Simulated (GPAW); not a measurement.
# Equation of state of zinc-blende BeS (space group 216): energy against volume (GPAW, PBE)

```xyz
2
Lattice="0.0000 2.3917 2.3917 2.3917 0.0000 2.3917 2.3917 2.3917 0.0000" Properties=species:S:1:pos:R:3 pbc="T T T"
Be     0.0000     0.0000     0.0000
S      3.5876     3.5876     3.5876
```

Level of theory: PBE, GPAW PAW datasets PBE (gpaw-data 1.0.1) (plane waves; GPAW 25.7.0). Settings: mode = pw; ecut = 780 eV; xc = PBE; kpts = 12 12 12; mesh shift (steps) = 0 0 0; occupations.name = fermi-dirac; occupations.width = 0.01 eV; nbands = -6; convergence.bands = -4; symmetry.symmorphic = false; symmetry.tolerance = 0.0005; maxiter = 150. The cell above is the first row's. The rows scale it uniformly. In all rows fractional positions and the k mesh are held. E is the free energy at the stated smearing, counted from the lowest row.

```csv
V (Å^3/atom),E (meV/atom)
13.681,?
13.979,8.18
14.276,2.14
14.573,0.00
14.871,1.41
15.168,6.04
15.466,13.58
15.763,23.77
16.060,36.36
```

Q: Fit E against V with the third-order Birch-Murnaghan form, a cubic in V^(-2/3), and predict the withheld value at V = 13.681.

A: With u = V^(-2/3) - 0.164, the rows have u = 0.008325, 0.005927, 0.003610, 0.001364, -0.000802, -0.002905, -0.004935, -0.006902. Least squares gives E = 3.944 - 2323.96·u + 342137·u² - 226821·u³. Residuals (row less fit): 0.002, -0.002, -0.003, 0.000, 0.012, -0.008, -0.002, 0.003; standard error 0.008 (degrees of freedom: 4). Its minimum lies at u = 0.003408, so V0 = (0.167408)^(-3/2) = 14.60. There d²E/du² = 679600 and d³E/du³ = -1361000, so B0 = (4/9) × 14.60^(-7/3) × 679600 × 0.160218 = 92.9 GPa (the last factor turns the table's units into GPa), and B0' = 4 + (2/3) × 0.167408 × (-1361000)/679600 = 3.8. The program's pressures in the fitted runs (not shown) pass through zero at V = 14.59, 0.04 % from this V0. At the withheld row, u = 0.010819, so E = 3.944 - 2323.96 × 0.010819 + 342137 × 0.010819² - 226821 × 0.010819³ = 18.561 meV/atom. The calculation gives 18.55 meV/atom, 0.011 meV/atom below the prediction (under 0.05 % of the range of E in the table). The row lies outside the fitted rows, so this is an extrapolation. From the scatter of the fitted rows alone, a prediction at this place has a standard error of 0.023 meV/atom, so the miss is 0.5 times that.

Carrying the step between the two nearest rows on in a straight line would have given 14.24, off by 4.31; series whose last step already gives the withheld value aren't shown. The scan was laid around a cell of about the measured size, scaled by a guess for this functional. The runs keep the symmetry of the cell, so they don't test it for distortions. Cutoffs and mesh are single choices, not tested for convergence of this quantity. Series with a scatter that would blur these digits, or in which a gap closes, are not shown. Nor are scans whose minimum lies at an end fitted in this form.
